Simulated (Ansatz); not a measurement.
Start from Sn (space group I4_1/amd, No. 141; a = 5.833 Å, c = 3.158 Å).

Structures relaxed with PBEsol (Ansatz, a program for electronic structure, PAW, no spin-orbit coupling).

Base:

Simulated powder pattern, Cu Kα1, λ = 1.54056 Å (kinematic, ideal powder, no thermal factors, no anomalous dispersion; the 10 strongest lines at most, above 2 %, up to 2θ = 90°):

```json
[
 {"2θ (°)": "30.63", "I/Imax (%)": "100", "hkl": "(200)"},
 {"2θ (°)": "32.21", "I/Imax (%)": "88", "hkl": "(101)"},
 {"2θ (°)": "43.87", "I/Imax (%)": "37", "hkl": "(220)"},
 {"2θ (°)": "45.04", "I/Imax (%)": "68", "hkl": "(211)"},
 {"2θ (°)": "55.45", "I/Imax (%)": "18", "hkl": "(301)"},
 {"2θ (°)": "62.98", "I/Imax (%)": "24", "hkl": "(112)"},
 {"2θ (°)": "64.68", "I/Imax (%)": "23", "hkl": "(321)"},
 {"2θ (°)": "72.40", "I/Imax (%)": "16", "hkl": "(420)"},
 {"2θ (°)": "73.26", "I/Imax (%)": "16", "hkl": "(411)"},
 {"2θ (°)": "79.90", "I/Imax (%)": "25", "hkl": "(312)"}
]
```

After one change:

Simulated powder pattern, Cu Kα1, λ = 1.54056 Å (kinematic, ideal powder, no thermal factors, no anomalous dispersion; the 10 strongest lines at most, above 2 %, up to 2θ = 90°):

```json
[
 {"2θ (°)": "31.35", "I/Imax (%)": "100"},
 {"2θ (°)": "32.96", "I/Imax (%)": "87"},
 {"2θ (°)": "44.93", "I/Imax (%)": "37"},
 {"2θ (°)": "46.13", "I/Imax (%)": "68"},
 {"2θ (°)": "56.84", "I/Imax (%)": "18"},
 {"2θ (°)": "64.59", "I/Imax (%)": "24"},
 {"2θ (°)": "66.36", "I/Imax (%)": "22"},
 {"2θ (°)": "74.34", "I/Imax (%)": "16"},
 {"2θ (°)": "75.22", "I/Imax (%)": "15"},
 {"2θ (°)": "82.12", "I/Imax (%)": "24"}
]
```

**Question.** Which of these changes matches the shifts?
A. pressure 4.5 GPa
B. pressure 2.1 GPa
C. pressure −2 GPa
D. pressure 30 GPa

**Answer.** A, pressure 4.5 GPa. Its volume per atom is 25.10 Å³ against 26.86 Å³, and its space group is I4_1/amd (No. 141).

Load acts through the strain it causes; cell and atoms are relaxed under it. No phonon test of stability was made. Measured, Sn leaves this structure (for a body-centred tetragonal phase) near 8 GPa (temperature not stated; as listed in Olga Degtyareva, NATO science for peace and security series. B, Physics and biophysics (2010)).
